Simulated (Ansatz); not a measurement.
Consider Al vacancy in corundum, charge state -3. The step: a nearby Al atom hops onto the vacant site; the atom moves 2.41 Å along (-0.28, 0.28, 0.03) of the unit cell; the moving atom starts with neighbours O at 1.77, O at 1.83, O at 1.92, O at 2.00, O at 2.03, O at 2.19 Å and ends with O at 1.77, O at 1.83, O at 1.92, O at 2.00, O at 2.03, O at 2.19 Å. DFT values are from Ansatz (plane-wave PAW, 420 eV unless said) in a cell of 270 host sites, spin-restricted, static, with no finite-size correction. The charge state is imposed; whether it is stable for some Fermi level was not computed. Forms of the defect that were not tried may lie lower. For the PBE band: the saddle point's order was not checked.

```
Level                                                                      Forward barrier (eV)  Cost of the band or of the saddle's single point
-------------------------------------------------------------------------  --------------------  ------------------------------------------------
CHGNet universal potential (has no charge state), its own band                             1.23                                                 -
PBE, the Γ point alone, band relaxed                                                       1.39               about 7 core-hours (a rough figure)
PBE, a 2×2×2 k-point mesh shifted by half a step along c, same geometries                  1.39                           roughly 29 core-minutes
r2SCAN at 500 eV, the Γ point alone, same geometries                                        [?]                       very roughly 8 core-minutes
HSE06, Γ point alone, same geometries                                                      1.32                      very roughly 70 core-minutes
```

Some entries are withheld; supply them.


- r2SCAN at 500 eV, the Γ point alone, same geometries, Forward barrier (eV): 1.36

Ansatz is a quantum-chemistry and plane-wave program.
